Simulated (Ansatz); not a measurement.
An Ansatz (an electronic-structure program) run: SiO2 with a change (biaxial strain +0.75 %, plane normal [001], relaxed out of plane); DFT with LDA, PAW potentials and a 420 eV plane-wave cutoff in Ansatz, spin-orbit coupling left out.

Input:

Ansatz 0.2 input:
```yaml
crystal:
  lattice:
    - [4.9023425411, 0, 0]
    - [2.4511712705, 4.2455531786, 0]
    - [0, 0, 5.3451048688]
  atoms:
    - { symbol: Si, position: [0, 0.4647529328, 0.3333333333] }
    - { symbol: Si, position: [0.5352470672, 0, 0] }
    - { symbol: Si, position: [0.4647529328, 0.5352470672, 0.6666666667] }
    - { symbol: O, position: [0.2761122938, 0.1350300632, 0.2211883265] }
    - { symbol: O, position: [0.588857643, 0.2761122938, 0.8878549932] }
    - { symbol: O, position: [0.7238877062, 0.411142357, 0.4454783402] }
    - { symbol: O, position: [0.8649699368, 0.7238877062, 0.1121450068] }
    - { symbol: O, position: [0.411142357, 0.8649699368, 0.7788116735] }
    - { symbol: O, position: [0.1350300632, 0.588857643, 0.5545216598] }
basis: { ecutwfc: 420, ecutrho_ratio: 4, xc_grid: 2, fft_grid_basis: typed }
kpoints: { mp_grid: { grid: [8, 8, 6] } }
hamiltonian:
  xc: lda
  dispersion: none
  pseudopotentials: { kind: paw }
scf: { occupations: { method: fermi_dirac, width: 0.05 } }
relax: { f_tol: 0.005, max_steps: 50, cell: { stress_tol: 0.01, fix: [a, b, gamma] } }
output: { forces: true, stress: true }
checkpoint: { write: state.ck, write_every: 1000 }
```

Output (explanatory and most iteration lines left out):

```
Relaxation: its limit of steps is 50 (relax.max_steps)
Pseudopotential: Si, paw, valence charge 4
Pseudopotential: O, paw, valence charge 6
Crystal: 9 atoms, lattice volume = 111.249 Å³
Basis set: ecut = 420 eV, 2171 PW (Γ), exchange–correlation on 72×72×72 points (8 copies of the dense FFT grid, shifted against one another)
Bands: 33, of which v1, the nominal top of the filled ones, is band 24 counted from 1 (23 counted from 0)
Symmetry: 6 space group operations
Space group: P3221 (ITA 154), of the structure as read, at distance tolerance 4.8e-5 Å
k-points: 50 of 384 (time reversal used)
Functional: x = slater, c = lda
SCF iter   1: F=—  HF=-5168.204744 eV  |F-HF|=—  |Δ(HF+E_count)|=         —  Δρ=1.39e-2  dr2=1.94e-1  ethr=1.77e-3  ⟨swp⟩=6.9  Hψ=8997  notcnv=0  defer=29
SCF iter   2: F=—  HF=-5168.149965 eV  |F-HF|=—  |Δ(HF+E_count)|=   5.48e-2  Δρ=3.66e-3  dr2=5.58e-3  ethr=4.04e-4  ⟨swp⟩=2.2  Hψ=3200  notcnv=0  defer=144
SCF 1 converged in 6 iterations: F = -5168.148076 eV  dr2 = 2.64e-8
relax step   1: F+E_penalty+E_count = -5168.14807556 eV  Δ(F+E_penalty+E_count) = +0.000e0 eV  max|allowed force component| = 2.314e-1 eV/Å  Δτ_max = 0.0000 Å  P = -2.181 GPa  Ω = 111.249 Å³  fix = [a, b, gamma]  reactions: a -2.759, b -2.759 GPa  (6 SCF iters, dr2 threshold 1.00e-7 eV, accepted)
[... steps on the carried basis left out ...]
relax step   8: F+E_penalty+E_count = -5168.15753445 eV  Δ(F+E_penalty+E_count) = +1.479e-4 eV  max|allowed force component| = 4.228e-5 eV/Å  Δτ_max = 0.0005 Å  P = -0.409 GPa  Ω = 111.490 Å³  energy of the carried Pulay correction = -1.509e-4 eV  fix = [a, b, gamma]  reactions: a -0.614, b -0.614 GPa  (5 SCF iters, dr2 threshold 2.16e-9 eV, accepted)
Crystal: 9 atoms, lattice volume = 111.490 Å³
SCF iter   1: F=—  HF=-5168.157620 eV  |F-HF|=—  |Δ(HF+E_count)|=         —  Δρ=2.40e-6  dr2=1.35e-9  ethr=1.94e-7  ⟨swp⟩=3.2  Hψ=13664  notcnv=0
SCF iter   2: F=—  HF=-5168.157619 eV  |F-HF|=—  |Δ(HF+E_count)|=   7.70e-7  Δρ=1.51e-6  dr2=7.58e-10  ethr=2.81e-12  ⟨swp⟩=3.9  Hψ=4520  notcnv=0
SCF 9 converged in 5 iterations: F = -5168.157619 eV  dr2 = 2.05e-12
SCF converged after 5 iterations
Free energy (F): -5168.157619 eV
Internal energy: -5168.157619 eV  (E = F + TS)
E sigma→0 (E₀):  -5168.157619 eV
Fermi energy:    5.333886 eV
--- Forces (eV/Å), atoms counted from 1 ---
  atom   1  Si     0.00001968     0.00003408    -0.00000000
  atom   2  Si    -0.00003935    -0.00000000     0.00000000
  atom   3  Si     0.00001968    -0.00003408     0.00000000
  atom   4  O     -0.00001155     0.00002068    -0.00004613
  atom   5  O     -0.00001213    -0.00002035    -0.00004613
  atom   6  O      0.00002369     0.00000034     0.00004613
  atom   7  O     -0.00001213     0.00002035     0.00004613
  atom   8  O     -0.00001155    -0.00002068     0.00004613
  atom   9  O      0.00002369    -0.00000034    -0.00004613
--- Stress (GPa, compression-positive) ---
       -0.613809      -0.000000       0.000000
       -0.000000      -0.613809       0.000000
        0.000000       0.000000       0.004840
  P = ⅓ Tr σ = -0.4076 GPa (-4.076 kbar)
--- Relaxed structure (7 steps of the walk, 7 accepted, 2 SCFs on fresh bases) ---
  cell:  # Å, volume = 111.4900 Å³
    - [4.9023425410735815, 2.886758139609365e-11, -2.6174887236316584e-33]
    - [2.4511712705117907, 4.245553178637313, -1.8754472939977275e-33]
    - [-2.8538910946088633e-33, -7.134727736522158e-34, 5.356708252995739]
  atoms:
    - { symbol: Si, position: [-2.7755575615628914e-17, 0.46685391812749727, 0.3333333333333333] }
    - { symbol: Si, position: [0.5331460818725029, -1.1837751050090835e-19, -2.2537800662644483e-21] }
    - { symbol: Si, position: [0.46685391812749744, 0.5331460818725027, 0.6666666666666666] }
    - { symbol: O, position: [0.2723227049516838, 0.14007378633503412, 0.21870565484542714] }
    - { symbol: O, position: [0.5876035087132822, 0.2723227049516838, 0.8853723215120938] }
    - { symbol: O, position: [0.7276772950483159, 0.41239649128671796, 0.44796101182123954] }
    - { symbol: O, position: [0.8599262136649657, 0.727677295048316, 0.11462767848790618] }
    - { symbol: O, position: [0.41239649128671824, 0.8599262136649656, 0.7812943451545727] }
    - { symbol: O, position: [0.14007378633503398, 0.587603508713282, 0.5520389881787603] }
```

Stability against distortions was not tested. The cell was made from SiO2 (space group P3_221, No. 154) by this change: biaxial strain +0.75 %, plane normal [001], relaxed out of plane.
